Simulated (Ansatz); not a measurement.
# K under a change: uniaxial strain ε_zz = −1.00 %

The reference is K in the bcc (W type) structure (space group Im-3m, No. 229; a = 5.215 Å; relaxed with 0.1 eV smearing). Axes: x, y, z lie along the cube axes.

Perturbation: uniaxial strain ε_zz = −1.00 %, all other strain components held at zero; the atoms relax in the strained cell.

Computed with PBEsol/PAW in Ansatz (a program for electronic structure), no spin-orbit coupling. Γ-centred 18×18×18 mesh, Fermi–Dirac width 0.1 eV.

```json
[
 {"quantity": "space group", "base": "Im-3m (No. 229)", "changed": "I4/mmm (No. 139)", "shift": "–"},
 {"quantity": "energy relative to the base (free energy F)", "base": "0 meV/atom", "changed": "+0.1 meV/atom", "shift": "+0.1 meV/atom"},
 {"quantity": "pressure (mean of the normal stresses, compression positive)", "base": "0.0 GPa", "changed": "0.0 GPa", "shift": "0.0 GPa"},
 {"quantity": "band gap", "base": "zero", "changed": "zero", "shift": "–"},
 {"quantity": "stress (xx, yy, zz, yz, xz, xy; compression positive)", "base": "–", "changed": "(0.0, 0.0, 0.1, 0.0, 0.0, 0.0) GPa", "shift": "–"}
]
```

Final structure:

```
CELL_PARAMETERS angstrom
     -2.60731     2.60731     2.58123
      2.60731    -2.60731     2.58123
      2.60731     2.60731    -2.58123
ATOMIC_POSITIONS crystal
  K  0.00000 0.00000 0.00000
```

Cost of the whole job for the changed cell (relaxation, final SCF and bands): very roughly 19 core-seconds.

Stability against distortions was not tested.
